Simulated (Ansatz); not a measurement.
Take BeS in the zinc blende structure (space group F-43m, No. 216; a = 4.876 Å) as the base.

Calculations: PBE/PAW in Ansatz (an electronic-structure program), no SOC.

For the base:

* **Smallest direct gap**: 5.61 eV
* **Hole mass**: 0.34, 0.57, 0.57 mₑ (at Γ)
* **Volume per atom**: 14.49 Å³
* **Electron mass**: 0.84 mₑ along k, 0.29 mₑ across (at X)

The change: cell and atoms relaxed at a pressure of 22.5 GPa.

Task: Estimate the effect on the smallest direct gap.

Result: The smallest direct gap falls by 0.09 eV, from 5.61 eV to 5.52 eV.

Task: What does the calculation give for the hole mass after the change?

Result: The hole mass (degenerate bands, along [100]) changes from 0.34, 0.57, 0.57 mₑ (at Γ) to 0.36, 0.46, 0.46 mₑ (at Γ).

Task: How does this affect the volume per atom?

Result: The volume per atom shrinks by 2.32 Å³ to 12.17 Å³.

Task: What happens to the electron mass?

Result: The electron mass becomes 0.78 mₑ along k, 0.26 mₑ across (at X) (base: 0.84 mₑ along k, 0.29 mₑ across (at X)).

Load acts through the strain it causes; cell and atoms are relaxed under it. Effective masses come from finite differences of ±0.01 Å⁻¹. Along k means along the line from Γ to the band edge. Stability against distortions was not tested. No other phases were tried under pressure.
